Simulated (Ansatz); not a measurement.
Consider KBr in the rock salt structure (space group Fm-3m, No. 225).

```xyz
2
Lattice="0.0000 3.3527 3.3527 3.3527 0.0000 3.3527 3.3527 3.3527 0.0000" Properties=species:S:1:pos:R:3 pbc="T T T"
K      0.0000     0.0000     0.0000
Br     3.3527     3.3527     3.3527
```

Computed with DFT with PBE, PAW potentials and a 420 eV plane-wave cutoff in Ansatz (an electronic-structure program), spin-orbit coupling left out.

Strains are applied to the cell and any free atomic positions relax.

One change was made to it. Results:

```json
[
 {"quantity": "band gap", "base": "4.31 eV", "after": "4.35 eV"},
 {"quantity": "pressure", "base": "0.00 GPa", "after": "0.21 GPa"},
 {"quantity": "gap character", "base": "direct at Γ", "after": "direct at Γ"}
]
```

**Question.** Which change produced these results?
A) isotropic strain −2.00 %
B) isotropic strain −2.50 %
C) isotropic strain −0.50 %

**Answer.** C, isotropic strain −0.50 %. For comparison, the band gap in the other runs: isotropic strain −2.50 % gives 4.51 eV; isotropic strain −2.00 % gives 4.47 eV.

Stability against distortions was not tested.
